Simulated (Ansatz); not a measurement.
Ansatz (a quantum-chemistry and plane-wave program), DFT, HSE06, plane waves, its default PAW files, spin-polarised: rock-salt NiO (type II order), antiferromagnetic, 4 atoms, spin-polarised from an antiferromagnetic start (±2 μB on Ni). Basis and mesh were picked for this test and aren't claimed converged.

Ansatz 0.2 input:
```yaml
crystal:
  lattice:
    - [4.177, 2.0885, 2.0885]
    - [2.0885, 4.177, 2.0885]
    - [2.0885, 2.0885, 4.177]
  atoms:
    - { symbol: Ni, position: [0.0, 0.0, 0.0], spin: 2.0 }
    - { symbol: Ni, position: [0.5, 0.5, 0.5], spin: -2.0 }
    - { symbol: O, position: [0.25, 0.25, 0.25] }
    - { symbol: O, position: [0.75, 0.75, 0.75] }
kpoints:
  mp_grid: { grid: [4, 4, 4] }
hamiltonian:
  xc: hse06
  pseudopotentials: { kind: paw }
scf:
  occupations: { method: gaussian, width: 0.05 }
output:
  forces: true
magnetization:
  spin_polarized: true
```

The program reports k-points after symmetry (for each spin): 13, bands at the start: 32, electrons: 48, plane waves at Γ: 683, cutoff (eV): 420, FFT grid: 20×20×36, symmetry operations: 12.

Machine: one whole node, Arm Neoverse V2, 96 cores on 1 socket, no SMT, 1 L3 cache group.

Times are wall-clock medians of two to five runs, from launch to exit, with nothing else on the machine. Processes are pinned to neighbouring cores unless said otherwise. The times hold for this build (release build for Arm (Neoverse V2), one process with threads). Scratch files lie in a memory file system.

Started as
```bash
OMP_NUM_THREADS=88 ANSATZ_TIMINGS=1 ansatz run --backend cpu --threads 88 --max-ram 200GiB --events-out run.ndjson --runs-dir run.runs --progress --plain run.yaml
```
(88 threads, scf.exx.build = auto (default)) it takes 3.2 s and 35 SCF iterations (all cycles of the run, searches included).

Question: Estimate the wall time with scf.exx.build = pair_densities.

Answer: About 27 s (2 runs within 1 %): 8.6× as long. The largest move is in building exact exchange (ace_build): 0.56 s to 16 s. The exchange builds carry the change: 8 full builds at 0.07 s each (convolution over the k mesh) against 8 at 2 s (pair densities). Applications of H to a band go from 84292 to 84257. Change in the result: energy equal as printed, magnetization equal as printed, absolute magnetization under 0.001 μB/atom.
